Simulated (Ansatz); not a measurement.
Consider the following.

A slab with vacuum along the third vector:

```yaml
crystal:
  lattice:
    - [4.48103, 0.00000, 0.00000]
    - [0.00000, 4.80769, 0.00000]
    - [0.00000, 0.00000, 26.00000]
  atoms:
    - { symbol: Re, position: [0.25000, 0.85783, 0.31893] }
    - { symbol: Re, position: [0.75000, 0.14217, 0.31893] }
    - { symbol: Re, position: [0.25000, 0.32819, 0.36414] }
    - { symbol: Re, position: [0.75000, 0.67181, 0.36414] }
    - { symbol: Re, position: [0.25000, 0.83486, 0.41940] }
    - { symbol: Re, position: [0.75000, 0.16514, 0.41940] }
    - { symbol: Re, position: [0.25000, 0.33341, 0.47241] }
    - { symbol: Re, position: [0.75000, 0.66659, 0.47241] }
    - { symbol: Re, position: [0.25000, 0.83341, 0.52759] }
    - { symbol: Re, position: [0.75000, 0.16659, 0.52759] }
    - { symbol: Re, position: [0.25000, 0.33486, 0.58060] }
    - { symbol: Re, position: [0.75000, 0.66514, 0.58060] }
    - { symbol: Re, position: [0.25000, 0.82819, 0.63586] }
    - { symbol: Re, position: [0.75000, 0.17181, 0.63586] }
    - { symbol: Re, position: [0.25000, 0.35783, 0.68107] }
    - { symbol: Re, position: [0.75000, 0.64217, 0.68107] }
```

Model: 16-atom slab, 9.7 Å thick at the start (thin: gaps and levels are the slab's own), 9x8x1 mesh, Fermi-Dirac 0.1 eV, dipole correction, all atoms relaxed; start symmetry kept, larger cells not searched; no spin, no spin-orbit, no U.

Q: Give the surface energy (mean of both faces) at the level PBE (Ansatz, a first-principles code).

A: 3.13 J/m²

Q: Give the work function of the top face at the level PBE.

A: 4.49 eV
